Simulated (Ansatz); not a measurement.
Functionals compared on the (0001) surface of hcp Ru in its 1x1 cell, outermost plane spacing 2.15 Å in the ideal cut, in Ansatz (plane waves, PAW). The structure was relaxed with PBE; the other rows are single points on it, each with its references at the same level. Cutoff 420 eV (500 eV for r2SCAN).

Slab: 6 atoms, 10.7 Å thick at the start; k 16x16x1, smearing 0.1 eV, dipole-corrected; all atoms relaxed; symmetry of the start imposed; no spin, no spin-orbit, no U. These notes are the PBE run's.

| functional | surface energy (J/m²) | work function of the top face (eV) | rough cost of the single point |
|---|---|---|---|
| PBE | 2.62 | 4.99 | – |
| LDA | 3.18 | 5.35 | about 27 core-seconds (a rough figure) |
| PBEsol | 3.01 | 5.12 | about 27 core-seconds (a rough figure) |
| RPBE | 2.38 | 4.81 | about 24 core-seconds (a rough figure) |
| r2SCAN | 2.83 | 4.99 | around 50 core-seconds (rough) |

Ansatz is a program for electronic structure.
